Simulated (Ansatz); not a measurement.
Several settings converged on GaSb (R3m, 2 atoms in the cell)

```
GaSb
1.0
    0.00000     3.06525     3.06525
    3.06525     0.00000     3.06525
    3.06525     3.06525     0.00000
Ga Sb
1 1
Direct
  0.00471   0.00471   0.00471
  0.25000   0.25000   0.25000
```

Base method: PBEsol, default PAW files made with PBE (plane waves; Ansatz, a quantum-chemistry and plane-wave program).

Base settings: basis.ecutwfc = 420 eV; kpoints.mp_grid.grid = 7 7 7; hamiltonian.xc = pbesol; hamiltonian.pseudopotentials = {kind: paw} (the program's default PAW files); scf.occupations.method = fermi_dirac; scf.occupations.width = 0.02 eV.

The count of work is k-points × plane waves × bands × iterations; it is no time. 

**The cutoff for other potential files**

Level: DFT, PBEsol, plane waves, harder PAW files (source: ansatz) made with PBE.

In this ladder: hamiltonian.pseudopotentials = {kind: paw, source: ansatz}.

The second cell is the first with its lattice scaled by 0.98.

The mesh stays at the base's, so the ladder's end is converged at best in this setting alone.

The first pressure column holds Ansatz's estimate of the finite-basis (Pulay) stress, which hides part of the cutoff error; the other is without it.

Only quantities that move along the ladder and can be compared are tabulated.

```tsv
basis.ecutwfc	free energy less the last step's (meV/atom)	energy of the compressed cell less the first (meV/atom)	pressure (GPa)	pressure without the Pulay estimate (GPa)	count of work / last
460 eV	20904.81	29.66	0.27	-655.92	0.092
560 eV	3281.28	0.75	-0.76	-127.68	0.13
715 eV	162.11	12.58	-0.40	-9.28	0.20
865 eV	5.05	12.80	-0.37	-0.79	0.28
1020 eV	0.27	12.87	-0.36	-0.37	0.36
1225 eV	0.17	12.87	-0.36	-0.37	0.47
1530 eV	0.07	12.87	-0.36	-0.36	0.65
2040 eV	0.00	12.87	-0.36	-0.36	1.0
```

Coarsest basis.ecutwfc that holds the pressure within 0.2 GPa of the last step, with all finer ones: 715 eV, at 0.20 of the last step's count of work; the step before is off by 0.40 GPa.

Coarsest basis.ecutwfc that holds the energy of the compressed cell less the first within 1 meV/atom of the last step, with all finer ones: 715 eV, at 0.20 of the last step's count of work; the step before is off by 12 meV/atom.

Coarsest basis.ecutwfc that holds the pressure without the Pulay estimate within 0.5 GPa of the last step, with all finer ones: 865 eV, at 0.28 of the last step's count of work; the step before is off by 8.9 GPa.

The energy difference between the two cells stays within 1 meV/atom of the last step's from 715 eV on, the total only from 1020 eV on: much of the error is common to both cells and cancels.

At the lowest cutoff the pressure without the Pulay estimate lies 656 GPa under the last step's, the usual sign of Pulay stress in an incomplete plane-wave basis.

**The density cutoff**

The second cell is the first with its lattice scaled by 0.98.

The mesh stays at the base's, so the ladder's end is converged at best in this setting alone.

Only quantities that move along the ladder and can be compared are tabulated.

```tsv
basis.ecutrho_ratio	free energy less the last step's (meV/atom)	energy of the compressed cell less the first (meV/atom)	pressure (GPa)
2	-9.03	13.08	-0.07
3	-0.12	12.78	-0.37
4	0.00	12.76	-0.37
5	0.00	12.76	-0.37
6	0.00	12.76	-0.37
8	0.00	12.76	-0.37
10	0.00	12.76	-0.37
12	0.00	12.76	-0.37
16	0.00	12.76	-0.37
```

Coarsest basis.ecutrho_ratio that holds the free energy within 0.5 meV/atom of the last step, with all finer ones: 3; the step before is off by 9.0 meV/atom.

Coarsest basis.ecutrho_ratio that holds the pressure within 0.2 GPa of the last step, with all finer ones: 3; the step before is off by 0.31 GPa.

Coarsest basis.ecutrho_ratio that holds the energy of the compressed cell less the first within 0.2 meV/atom of the last step, with all finer ones: 3; the step before is off by 0.32 meV/atom.

The energy difference between the two cells stays within 1 meV/atom of the last step's from 2 on, the total only from 3 on: much of the error is common to both cells and cancels.

**The relaxed cell against the cutoff**

On GaSb (F-43m, 2 atoms in the cell): atoms on their sites.

In this ladder: relax = cell and atoms.

The mesh stays at the base's, so the ladder's end is converged at best in this setting alone.

Only quantities that move along the ladder and can be compared are tabulated.

| basis.ecutwfc | relaxed volume (Å³/atom) | relaxation steps |
|---|---|---|
| 250 eV | 28.552 | 24 |
| 295 eV | 28.785 | 4 |
| 355 eV | 28.572 | 4 |
| 420 eV | 28.543 | 4 |
| 505 eV | 28.543 | 4 |
| 630 eV | 28.542 | 4 |
| 840 eV | 28.542 | 4 |

Coarsest basis.ecutwfc that holds the relaxed volume within 0.057 Å³/atom of the last step, with all finer ones: 355 eV; the step before is off by 0.24 Å³/atom.

On the base run: the starting cell has typed, rounded lattice constants, without a prior relaxation at this level. Its lattice was rescaled by up to half a per cent. One atom was moved a little off its site on purpose. The run gives no clean gap (levels at the Fermi energy touch, overlap or are partly filled at this smearing), which alone does not show that the compound is a metal.

Left out of this page: 1 run of the series failed or unconverged.

Keys are those of Ansatz 0.2.
